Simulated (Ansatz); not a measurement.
The reference is Ti₃Al (space group P6_3/mmc, No. 194; a = 5.755 Å, c = 4.655 Å). Axes: x lies along a and z along c of the hexagonal cell.

Level of theory: Kohn–Sham DFT with the PBE functional, run in Ansatz (a first-principles code) with PAW and 420 eV plane waves, scalar-relativistic without spin-orbit coupling, earlier PAW set.

For the base:

The volume per atom is 16.69 Å³ and the band gap is zero.

The change: uniaxial stress, 2 GPa tension along z, with the cell and atoms free to relax against it.

Q: Predict the new energy relative to the base, volume per atom and band gap.

A: The energy grows by 1.1 meV/atom; the volume per atom increases by 0.09 Å³ to 16.78 Å³; the band gap stays zero.

Load acts through the strain it causes; cell and atoms are relaxed under it. Beyond what the load breaks, stability against distortions was not tested. All final runs are without spin polarisation.
